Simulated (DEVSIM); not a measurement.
abrupt GaSb p-n junction

Structure: abrupt GaSb p-n junction, at 300 K.

| layer (left to right) | material | thickness (μm) | Nd (cm⁻³) | Na (cm⁻³) | τn (s) | τp (s) |
|---|---|---|---|---|---|---|
| 1 | GaSb | 0.0840 | - | 6.4e16 | 9.9e-10 | 9.9e-10 |
| 2 | GaSb | 21.0 | 9.5e15 | - | 9.9e-10 | 9.9e-10 |

Left contact: ohmic. Right contact: ohmic. Voltage is applied to the left contact. Recombination: SRH at mid-gap, radiative. Mobility is constant in doping.

The device is made up for the run: typed textbook-type constants, with dimensions and the other settings drawn at random. Values at 300 K.

```tsv
parameter	GaSb
gap (eV)	0.726
affinity (eV)	4.06
permittivity	15.7
Nc (cm⁻³)	2.1e17
Nv (cm⁻³)	1.8e19
μn (cm²/Vs)	5000
μp (cm²/Vs)	850
B (cm³/s)	1e-10
```

DEVSIM, 1D drift-diffusion, Boltzmann statistics, complete ionisation; no tunnelling, impact ionisation, image-force lowering or self-heating.

```json
{
  "potential_step_across_the_device_at_zero_bias": "0.500 V",
  "largest_field_in_the_device_at_zero_bias": "30000 V/cm",
  "Dark forward voltage at 1 A/cm²": "0.228 V",
  "Dark forward voltage at 100 A/cm²": "0.382 V"
}
```

Small-signal capacitance in reverse bias (quasi-static):

```csv
V (V),C (nF/cm²)
-0.4,33.0
-1,25.4
-2,19.7
-3,16.8
-4,14.9
```

Dark forward current:

```tsv
V (V)	J (A/cm²)
0.05	0.0020
0.10	0.011
0.15	0.062
0.20	0.37
0.25	2.2
0.30	13
0.35	54
0.40	140
0.45	260
0.50	410
0.55	560
0.60	720
0.65	890
0.70	1100
0.75	1200
0.80	1400
0.85	1600
0.90	1800
0.95	2000
1.00	2200
```
